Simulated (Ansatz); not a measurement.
# Evanescent states of AlN (P6_3mc, wurtzite, 4 atoms a cell, 10.6 Å³ an atom, -4 GPa at this level) along the normal of (001)

Calculation: r2SCAN (plane waves, PAW; Ansatz, a program for electronic structure).

No gap correction and no spin-orbit coupling; mid-gap is the computed energy nearest the middle.

Energies count from the valence-band top; κ is the least over a 12×12 mesh across the current.

```csv
E (eV),κ (1/Å),where
0.11,0.084,Γ
0.33,0.141,Γ
0.55,0.178,Γ
0.77,0.205,Γ
0.99,0.226,Γ
1.21,…,Γ
1.43,…,Γ
1.65,…,Γ
1.87,…,Γ
2.09,…,Γ
2.31,…,Γ
2.53,…,Γ
2.75,…,Γ
2.97,…,Γ
3.19,…,Γ
3.41,…,Γ
3.63,0.241,Γ
3.85,0.222,Γ
4.07,0.197,Γ
4.29,0.163,Γ
4.51,0.112,Γ
```

Problem. What belongs in the gaps?

Solution. 
- 1.21, κ (1/Å): 0.243
- 1.43, κ (1/Å): 0.256
- 1.65, κ (1/Å): 0.266
- 1.87, κ (1/Å): 0.274
- 2.09, κ (1/Å): 0.279
- 2.31, κ (1/Å): 0.281
- 2.53, κ (1/Å): 0.281
- 2.75, κ (1/Å): 0.279
- 2.97, κ (1/Å): 0.274
- 3.19, κ (1/Å): 0.266
- 3.41, κ (1/Å): 0.255
